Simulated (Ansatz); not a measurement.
Surface energy of faces of MnP-type NiSi in PBE and in LDA, in Ansatz (plane waves, PAW). Symmetric slabs relaxed with PBE from ideal cuts in 1x1 cells (the lowest computed cut and spin start of each face; real faces may reconstruct in larger cells); LDA values are single points on them, with the bulk at the same level. No spin-orbit coupling, no U.

```
face   PBE (J/m²)  LDA (J/m²)
-----  ----------  ----------
(001)        1.86        2.19
(010)        1.83        2.18
(011)        1.56        1.89
(100)        2.10        2.58
(101)        1.80           ?
(110)        1.83        2.12
(111)        1.62        2.01
```

Question: Fit a straight line y = a·x + b by least squares to the 6 complete rows (x: PBE (J/m²); y: LDA (J/m²)).

Answer: the means are x̄ = 1.8000 and ȳ = 2.1617; Σ(x − x̄)² = 0.18540 and Σ(x − x̄)(y − ȳ) = 0.21900, so a = 1.181 and b = ȳ − a·x̄ = 0.035. The largest residual is 0.077.

Question: What does the line predict for the withheld row, (101), and what did the calculation give?

Answer: the line gives 2.16; the calculation gave 2.22, a miss of 0.06, of the size of the fitted rows' scatter and rounding.

Ansatz is a quantum-chemistry and plane-wave program.
